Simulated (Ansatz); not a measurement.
The parent structure is BeS in the zinc blende structure (space group F-43m, No. 216; a = 4.8686 Å). Axes: x, y, z lie along the cube axes.

Level of theory: r2SCAN/PAW in Ansatz (a program for electronic structure), no SOC.

A first run, uniaxial strain ε_xx = −1.09 %, gives secant values C11 ≈ 170 GPa and C12 ≈ 67 GPa from its stress. A second run applies uniaxial stress, 3 GPa compression along x.

Task: What does linear elasticity predict for Young's modulus in the second run, and what does the run give?

Result: Linear elasticity: (C11 − C12)(C11 + 2 C12)/(C11 + C12) = 130 GPa. The run gives 130 GPa; any difference comes from nonlinear terms at these strains and numerical noise.

Beyond what the load breaks, stability against distortions was not tested.
